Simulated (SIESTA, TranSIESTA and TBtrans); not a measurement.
Device: Rh chain bridged by a linear C2 unit along the axis. Leads: straight Rh chain, spacing 2.3 Å. Geometry: as built, not relaxed. Transport runs along z; the first 6 and the last 6 of the 22 atoms are the lead cells, repeated to infinity.

```xyz
22
Lattice="9.000 0.000 0.000 0.000 9.000 0.000 0.000 0.000 48.540" Properties=species:S:1:pos:R:3 pbc="F F T"
Rh     4.500     4.500     0.000
Rh     4.500     4.500     2.300
Rh     4.500     4.500     4.600
Rh     4.500     4.500     6.900
Rh     4.500     4.500     9.200
Rh     4.500     4.500    11.500
Rh     4.500     4.500    13.800
Rh     4.500     4.500    16.100
Rh     4.500     4.500    18.400
Rh     4.500     4.500    20.700
C      4.500     4.500    22.500
C      4.500     4.500    23.740
Rh     4.500     4.500    25.540
Rh     4.500     4.500    27.840
Rh     4.500     4.500    30.140
Rh     4.500     4.500    32.440
Rh     4.500     4.500    34.740
Rh     4.500     4.500    37.040
Rh     4.500     4.500    39.340
Rh     4.500     4.500    41.640
Rh     4.500     4.500    43.940
Rh     4.500     4.500    46.240
```
Starting moments (μB): atom 7 +1.5, atom 8 +1.5, atom 9 +1.5, atom 10 +1.5, atom 13 +1.5, atom 14 +1.5, atom 15 +1.5, atom 16 +1.5; lead atoms +1.5 (left) and +1.5 (right).

Run with TranSIESTA and TBtrans (open boundaries, self-consistent; PseudoDojo norm-conserving potentials, scalar-relativistic): Spin polarized, PAO.BasisSize DZP, PAO.EnergyShift 0.15 eV, XC.Authors PBE, Mesh.Cutoff 200 Ry, ElectronicTemperature 300 K, TS.Voltage 0.0 eV, TBT.Elecs.Eta 0.001 eV.

Energies count from the leads' Fermi level. Transmissions are for each spin. The energy step is 0.01 eV; narrower resonances are cut or missed.

| E (eV) | T up | T down |
|---|---|---|
| -0.20 | 2.30 | 2.27 |
| -0.15 | 2.30 | 2.28 |
| -0.10 | 2.30 | 2.29 |
| -0.05 | 2.29 | 2.30 |
| 0.00 | 2.29 | 2.31 |
| 0.05 | 2.29 | 2.32 |
| 0.10 | 2.29 | 2.33 |
| 0.15 | 2.30 | 2.33 |
| 0.20 | 2.31 | 2.33 |

**Question.** Give the zero-bias conductance in μS and the resistance at 300 K.

**Answer.** At the Fermi level the mean of both spins is (2.29 + 2.31)/2 = 2.30. Averaged with −∂f/∂E over the full grid (kT = 25.9 meV) it is 2.30. With G0 = 2e²/h = 77.48 μS, G = 178 μS and R = 1/G = 5.62 kΩ.

**Question.** The eigenchannels at the Fermi level (both spins) transmit 0.991, 0.991, 0.310, 0.992, 0.992, 0.327. What Fano factor of the shot noise follows at low temperature and bias?

**Answer.** F = Σ τ(1 − τ)/Σ τ = 0.468/4.60 = 0.10.

The magnetic order of the leads was set by the start, and no other order was tried; the separate lead runs end at 0.62 (left) and 0.62 (right) μB an atom. The straight chain is held at its spacing; free chains may zigzag or dimerise.
